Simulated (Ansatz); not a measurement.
This Ansatz (a first-principles code) input is the reference run, CdS in the wurtzite structure (space group P6_3mc, No. 186), computed with Ansatz, PBE, PAW, cutoff 420 eV, no spin-orbit coupling:

Ansatz 0.2 input:
```yaml
crystal:
  lattice:
    - [4.196177921, 0, 0]
    - [-2.0980889605, 3.6339966784, 0]
    - [0, 0, 6.8295286213]
  atoms:
    - { symbol: Cd, position: [0.3333333333, 0.6666666667, 0.9991673655] }
    - { symbol: Cd, position: [0.6666666667, 0.3333333333, 0.4991673655] }
    - { symbol: S, position: [0.3333333333, 0.6666666667, 0.3756326345] }
    - { symbol: S, position: [0.6666666667, 0.3333333333, 0.8756326345] }
basis: { ecutwfc: 420, ecutrho_ratio: 4, xc_grid: 2, fft_grid_basis: typed }
kpoints: { mp_grid: { grid: [9, 9, 5] } }
hamiltonian:
  xc: pbe
  dispersion: none
  pseudopotentials: { kind: paw }
scf: { occupations: { method: fermi_dirac, width: 0.05 }, convergence: { dr2_threshold: 0.0000000004 } }
output: { forces: true, stress: true }
```

Task: Write the input for this change: compressive biaxial strain of 3.18 % in the plane normal to [001], as in epitaxy on a mismatched substrate; the out-of-plane cell vector and the atoms relax.

Result: 
Ansatz 0.2 input:
```yaml
crystal:
  lattice:
    - [4.0627394631, 0, 0]
    - [2.0313697316, 3.518435584, 0]
    - [0, 0, 6.9381181264]
  atoms:
    - { symbol: Cd, position: [0.3333333333, 0.3333333333, 0.9991673655] }
    - { symbol: Cd, position: [0.6666666667, 0.6666666667, 0.4991673655] }
    - { symbol: S, position: [0.3333333333, 0.3333333333, 0.3756326345] }
    - { symbol: S, position: [0.6666666667, 0.6666666667, 0.8756326345] }
basis: { ecutwfc: 420, ecutrho_ratio: 4, xc_grid: 2, fft_grid_basis: typed }
kpoints: { mp_grid: { grid: [9, 9, 5] } }
hamiltonian:
  xc: pbe
  dispersion: none
  pseudopotentials: { kind: paw }
scf: { occupations: { method: fermi_dirac, width: 0.05 } }
relax: { f_tol: 0.005, max_steps: 50, cell: { stress_tol: 0.01, fix: [a, b, gamma] } }
output: { forces: true, stress: true }
checkpoint: { write: state.ck, write_every: 1000 }
```
This is the input that was run; other choices of cell and start would serve too.

Whether these cells are dynamically stable was not tested.
